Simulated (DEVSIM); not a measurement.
Device: Mo/SiO2/p-InP capacitor, at 300 K.

Layer 1 from the left is SiO2, thickness (nm) 3.40. Layer 2 from the left is InP, thickness (nm) 1200, Na (cm⁻³) 2.9e17.

Metal gate on the left, work function 4.6 eV. Fixed charge at the semiconductor interface 0 cm⁻² (in units of +e); interface traps 1e10 cm⁻² eV⁻¹, uniform in energy, neutral level at 0.3 of the gap above the valence band.

Constants are typed, rounded textbook-type inputs, not results; the design itself was drawn at random and stands for no fabricated device. Values at 300 K.

SiO2: gap (eV) 9, affinity (eV) 0.9, permittivity 3.9. InP: gap (eV) 1.344, affinity (eV) 4.38, permittivity 12.5, Nc (cm⁻³) 5.7e17, Nv (cm⁻³) 1.1e19.

DEVSIM, 1D Poisson equation in equilibrium, Boltzmann statistics, complete ionisation; no quantum confinement or tunnelling. Metal contacts follow the ideal Schottky-Mott rule: no Fermi-level pinning, no interface dipoles.

Problem. What does the simulation give for the flat-band voltage, the minimum of the low-frequency capacitance?

Solution. flat-band voltage -1.03 V; minimum of the low-frequency capacitance 0.136 μF/cm².
